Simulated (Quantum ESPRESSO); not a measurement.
Quantum ESPRESSO is run on LaAlGe (I4_1md, 6 atoms in the cell), and the run fails. The aim is a self-consistent single point with DFT, LDA (PZ), plane waves, GBRV 1.5 ultrasoft (LDA) pseudopotentials.

Cell that was meant: a = 8.0230 Å, b = 8.0230 Å, c = 8.0230 Å, α = 148.64°, β = 148.64°, γ = 44.93°.

Part of the input:

```fortran
ATOMIC_SPECIES
La   138.9055  la_lda_v1.uspp.F.UPF
Ge    72.6300  ge_lda_v1.4.uspp.F.UPF
Al    26.9815  al_pbe_v1.uspp.F.UPF
CELL_PARAMETERS angstrom
  -2.1680000000     2.1680000000     7.4140000000
   2.1680000000    -2.1680000000     7.4140000000
```

Output, abridged:

```
           4           1

 %%%%%%%%%%%%%%%%%%%%%%%%%%%%%%%%%%%%%%%%%%%%%%%%%%%%%%%%%%%%%%%%%%%%%%%%%%%%%%
     Error in routine set_dft_from_name (3):
      conflicting values for icorr
 %%%%%%%%%%%%%%%%%%%%%%%%%%%%%%%%%%%%%%%%%%%%%%%%%%%%%%%%%%%%%%%%%%%%%%%%%%%%%%

     stopping ...
```

From the messages shown, name the fault and mend the input.

The fault is potentials made for another functional; here the program stops on it instead of giving results. To fix it, use potentials made for the functional of the run. The program stopped before any SCF iteration.

An input that runs soundly differs in these lines (not the only fix; some lines may just follow from the change or write a value another way):
```diff
-Al    26.9815  al_pbe_v1.uspp.F.UPF
+Al    26.9815  al_lda_v1.uspp.F.UPF
```

With that input, the run converged in 15 iterations: free energy E − TS -8764.9622 eV; Fermi level (on the code's own zero) 10.45 eV; pressure -3.32 GPa; largest force (vector length) 0.067 eV/Å (DFT, LDA (PZ), plane waves, GBRV 1.5 ultrasoft (LDA) pseudopotentials).

On the sound input: the starting cell comes from a database of published, mostly measured structures (it also holds non-ambient and calculated ones), without a prior relaxation at this level. With a pressure of about -3 GPa the cell is away from its equilibrium volume at this level.
